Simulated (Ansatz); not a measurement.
We consider HoAu₃ (Pmmn, No. 59), described by PBEsol (Ansatz, a first-principles code, plane waves, PAW).

Numerical settings: plane-wave cutoff 500 eV, 12×10×12 k mesh (along the axes of the cell as run), Fermi–Dirac smearing 0.1 eV, spin-polarised start, scalar-relativistic PAW data made under PBE.

Computed at the level's own relaxed cell.

### Question
Estimate the volume per atom that the calculation returns.

### Answer

- volume per atom: 19.12 Å³/atom

The run finds no gap.

Note: the magnetic order was assumed, not searched for or taken from measurement; the 4f shell is treated without U or exact exchange, so its levels and filling can be wrong.

Spin–orbit coupling is not included; it can shift volumes and moduli of such heavy elements.

Static lattice: no zero-point or thermal effects.
